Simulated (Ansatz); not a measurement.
Start from MoSi$_{2}$ (space group I4/mmm, No. 139; relaxed with 0.1 eV smearing).

```cif
data_Mo2Si4
_chemical_formula_sum 'Si4 Mo2'
_space_group_name_H-M_alt 'I4/mmm'
_space_group_IT_number 139
_space_group_name_Hall '-I 4 2'
_cell_length_a 3.17400
_cell_length_b 3.17400
_cell_length_c 7.77872
_cell_angle_alpha 90.000
_cell_angle_beta 90.000
_cell_angle_gamma 90.000
loop_
_atom_site_label
_atom_site_type_symbol
_atom_site_symmetry_multiplicity
_atom_site_Wyckoff_symbol
_atom_site_fract_x
_atom_site_fract_y
_atom_site_fract_z
_atom_site_occupancy
Si1 Si 4 e 0.00000 0.00000 0.33521 1
Mo1 Mo 2 a 0.00000 0.00000 0.00000 1
```
(The calculation used a cell of 3 atoms; values per cell refer to that cell.)

Method: Ansatz (an electronic-structure program) LDA, scalar-relativistic without spin-orbit coupling.

For the base:

The pressure comes out as 0.0 GPa.

Modification: an isotropic linear strain of +1.50 %; the atoms relax in the strained cell.

Question: Estimate the effect on the energy relative to the base and pressure.

Answer: The energy increases by 18 meV/atom; the pressure (mean of the normal stresses, compression positive) goes from zero to -9.1 GPa.

No phonon test of stability was made. The final runs are not spin-polarised.
